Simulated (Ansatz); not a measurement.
Start from Ag in the fcc (Cu type) structure (space group Fm-3m, No. 225; a = 4.104 Å; relaxed with 0.1 eV smearing). Axes: x, y, z lie along the cube axes.

Level of theory: r2SCAN (Ansatz, a first-principles code; PAW; 500 eV plane waves; scalar-relativistic without spin-orbit coupling).

Strains are applied to the cell and any free atomic positions relax; under biaxial strain the out-of-plane vector relaxes too.

One change was made to it. Results:

| quantity | base | after |
|---|---|---|
| shortest interatomic distance | 2.902 Å | 2.890 Å |
| energy relative to the base (free energy F) | 0 meV/atom | +4.7 meV/atom |

Problem. Name the change that was made.
A) biaxial strain +2.50 %, plane normal [111], relaxed out of plane
B) biaxial strain +1.67 %, plane normal [111], relaxed out of plane
C) biaxial strain +0.42 %, plane normal [111], relaxed out of plane

Solution. B, biaxial strain +1.67 %, plane normal [111], relaxed out of plane. For comparison, the energy relative to the base in the other runs: biaxial strain +0.42 %, plane normal [111], relaxed out of plane gives +0.3 meV/atom; biaxial strain +2.50 %, plane normal [111], relaxed out of plane gives +10 meV/atom.

No phonon test of stability was made.
